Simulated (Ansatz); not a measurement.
Take TaN (space group P6/mmm, No. 191) as the base.

```yaml
crystal:
  lattice:
    - [5.20166, 0.00000, 0.00000]
    - [-2.60083, 4.50477, 0.00000]
    - [0.00000, 0.00000, 2.90614]
  atoms:
    - { symbol: Ta, position: [0.00000, 0.00000, 0.00000] }
    - { symbol: Ta, position: [0.33333, 0.66667, 0.50000] }
    - { symbol: Ta, position: [0.66667, 0.33333, 0.50000] }
    - { symbol: N, position: [0.50000, 0.00000, 0.00000] }
    - { symbol: N, position: [0.50000, 0.50000, 0.00000] }
    - { symbol: N, position: [0.00000, 0.50000, 0.00000] }
```

Cartesian axes are those of the cell as printed.

Level of theory: PBEsol, PAW, 420 eV (Ansatz, an electronic-structure program; without spin-orbit coupling).

Strains are applied to the cell and any free atomic positions relax; under biaxial strain the out-of-plane vector relaxes too.

One change was made to it. Results:

| quantity | base | after |
|---|---|---|
| shortest interatomic distance | 2.090 Å | 2.118 Å |
| pressure (mean of the normal stresses, compression positive) | 0.0 GPa | -13.5 GPa |
| band gap | zero | zero |

Question: What was done to the base?
A) biaxial strain +2.33 %, plane normal [001], relaxed out of plane
B) biaxial strain +4.55 %, plane normal [001], relaxed out of plane
C) uniaxial strain ε_xx = −4.43 %
D) biaxial strain −0.46 %, plane normal [001], relaxed out of plane

Answer: B, biaxial strain +4.55 %, plane normal [001], relaxed out of plane. For comparison, the pressure in the other runs: uniaxial strain ε_xx = −4.43 % gives 14.2 GPa; biaxial strain +2.33 %, plane normal [001], relaxed out of plane gives -7.3 GPa; biaxial strain −0.46 %, plane normal [001], relaxed out of plane gives 1.5 GPa.

Without a gap, meshes like the base's 10×10×16 leave anisotropic stresses uncertain by several tenths of a GPa, and small strain energies with them. No phonon test of stability was made. The final runs are not spin-polarised. This is not the structure that TaN has at room temperature and ambient pressure.
